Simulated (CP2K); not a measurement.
## CP2K run on K2Se (Fm-3m, 3 atoms in the cell): self-consistent single point

Method of the run: LDA (Pade form), GPW, DZVP-MOLOPT-SR-GTH basis, GTH-PADE potentials (GTH_POTENTIALS) in CP2K.

Input:

```
&GLOBAL
  PROJECT run
  RUN_TYPE ENERGY_FORCE
  PRINT_LEVEL LOW
&END GLOBAL
&FORCE_EVAL
  METHOD Quickstep
  STRESS_TENSOR ANALYTICAL
  &DFT
    BASIS_SET_FILE_NAME BASIS_MOLOPT
    POTENTIAL_FILE_NAME GTH_POTENTIALS
    &QS
      METHOD GPW
      EPS_DEFAULT 1E-10
    &END QS
    &MGRID
      CUTOFF 500
      REL_CUTOFF 60
      NGRIDS 5
    &END MGRID
    &SCF
      SCF_GUESS ATOMIC
      EPS_SCF 1E-6
      MAX_SCF 100
      ADDED_MOS 5
      &DIAGONALIZATION
        ALGORITHM STANDARD
      &END DIAGONALIZATION
      &MIXING
        METHOD BROYDEN_MIXING
        ALPHA 0.3
        NBUFFER 12
        BETA 1.5
      &END MIXING
    &END SCF
    &KPOINTS
      SCHEME MACDONALD 8 8 8 0.0625 0.0625 0.0625
    &END KPOINTS
    &XC
      &XC_FUNCTIONAL PADE
      &END XC_FUNCTIONAL
    &END XC
    &PRINT
      &MO
        EIGENVALUES T
        OCCUPATION_NUMBERS T
        NDIGITS 8
        FILENAME mo
        &EACH
          QS_SCF 0
        &END EACH
        ADD_LAST NUMERIC
      &END MO
      &MULLIKEN OFF
      &END MULLIKEN
    &END PRINT
  &END DFT
  &SUBSYS
    &CELL
      ABC 5.42486000 5.42485950 5.42485942
      ALPHA_BETA_GAMMA 59.99999747 59.99999647 59.99999698
      PERIODIC XYZ
    &END CELL
    &COORD
      K        2.71243000     1.56602200     1.10734475
      K        8.13729000     4.69806600     3.32203425
      Se       0.00000000     0.00000000     0.00000000
    &END COORD
    &KIND K
      BASIS_SET DZVP-MOLOPT-SR-GTH-q9
      POTENTIAL GTH-PADE-q9
    &END KIND
    &KIND Se
      BASIS_SET DZVP-MOLOPT-SR-GTH-q6
      POTENTIAL GTH-PADE-q6
    &END KIND
  &END SUBSYS
  &PRINT
    &FORCES ON
    &END FORCES
    &STRESS_TENSOR ON
    &END STRESS_TENSOR
  &END PRINT
&END FORCE_EVAL
```

Log, with long lists cut:

```
 GLOBAL| Method name                                                        CP2K
 GLOBAL| Project name                                                        run
 GLOBAL| Run type                                                   ENERGY_FORCE

 TOTAL NUMBERS AND MAXIMUM NUMBERS

  Total number of            - Atomic kinds:                                   2
                             - Atoms:                                          3
                             - Shell sets:                                     3
                             - Shells:                                        17
                             - Primitive Cartesian functions:                 16
                             - Cartesian basis functions:                     44
                             - Spherical basis functions:                     41

  Maximum angular momentum of- Orbital basis functions:                        2
                             - Local part of the GTH pseudopotential:          2
                             - Non-local part of the GTH pseudopotential:      4

 SCF PARAMETERS         Density guess:                                    ATOMIC
                        max_scf:                                             100
                        max_diis:                                              4
                        eps_scf:                                        1.00E-06
                        eps_diis:                                       1.00E-01
                        eps_eigval:                                     1.00E-05
                        level_shift [a.u.]:                             0.000000
                        added MOs                                         5    0
                        Mixing method:                            BROYDEN_MIXING
                                                charge density mixing in g-space
                        No outer SCF

 Extrapolation method: initial_guess

 Number of electrons:                                                         24
 Number of occupied orbitals:                                                 12
 Number of molecular orbitals:                                                17

 Number of orbital functions:                                                 41
 Number of independent orbital functions:                                     41

 SCF WAVEFUNCTION OPTIMIZATION

  Step     Update method      Time    Convergence         Total energy    Change
     1 NoMix/Diag. 0.30E+00      -     0.92149937       -66.1622907729 -6.62E+01
     2 Broy./Diag. 0.30E+00      -     0.04217939       -65.8645769913  2.98E-01
     3 Broy./Diag. 0.30E+00      -     0.22564587       -65.8723518352 -7.77E-03
     4 Broy./Diag. 0.30E+00      -     0.05183267       -66.1233146437 -2.51E-01
     5 Broy./Diag. 0.30E+00      -     0.05760766       -66.0900520530  3.33E-02
     6 Broy./Diag. 0.30E+00      -     0.02519219       -66.1012680553 -1.12E-02
     7 Broy./Diag. 0.30E+00      -     0.01696558       -66.0539304191  4.73E-02
   [... 4 lines left out ...]
    12 Broy./Diag. 0.30E+00      -     0.00012398       -66.0928287926 -4.28E-04
    13 Broy./Diag. 0.30E+00      -     0.00001503       -66.0929071946 -7.84E-05
    14 Broy./Diag. 0.30E+00      -     0.00001923       -66.0929713592 -6.42E-05
    15 Broy./Diag. 0.30E+00      -     0.00000112       -66.0929840557 -1.27E-05
    16 Broy./Diag. 0.30E+00      -     0.00000074       -66.0930029880 -1.89E-05

  *** SCF run converged in    16 steps ***

  Electronic density on regular grids:        -23.9999999999        0.0000000001
  Core density on regular grids:               23.9999999977       -0.0000000023
  Total charge density on r-space grids:       -0.0000000022
  Total charge density g-space grids:          -0.0000000022

  Overlap energy of the core charge distribution:               0.00000000000000
  Self energy of the core charge distribution:               -134.16096420540029
  Core Hamiltonian energy:                                     31.17787336412161
  Hartree energy:                                              47.46832064808618
  Exchange-correlation energy:                                -10.57823279481432

  Total energy:                                               -66.09300298800683

 ENERGY| Total FORCE_EVAL ( QS ) energy [hartree]            -66.093008376865185

 FORCES| Atomic forces [hartree/bohr]
 FORCES|   Atom     x               y               z               |f|
 FORCES|      1 -3.06416092E-11 -4.99503854E-09  3.41741970E-09   6.05228109E-09
 FORCES|      2 -2.21517019E-11  1.02062196E-08 -5.66974931E-09   1.16753358E-08
 FORCES|      3  5.25366938E-11 -5.21084914E-09  2.25216770E-09   5.67696823E-09
 FORCES| Sum    -2.56617279E-13  3.31885998E-13 -1.61914414E-13
 FORCES| Total atomic force                                       4.49685469E-13

 STRESS| Analytical stress tensor [bar]
 STRESS|                        x                   y                   z
 STRESS|      x       -1.33622733946E+04  -9.57401466809E-06  -5.09470682637E-05
 STRESS|      y       -9.57401466809E-06  -1.33622039864E+04  -5.16743190569E-02
 STRESS|      z       -5.09470682637E-05  -5.16743190569E-02  -1.33621967160E+04
 STRESS| 1/3 Trace                                            -1.33622246990E+04
```

The run converged in 16 iterations.

The starting cell comes from a database of computed structures (which also holds hypothetical and non-ambient phases and stackings), without a prior relaxation at this level. Values carry the incompleteness of an atom-centred basis.

Cost on one core of a shared machine: roughly 50 s.
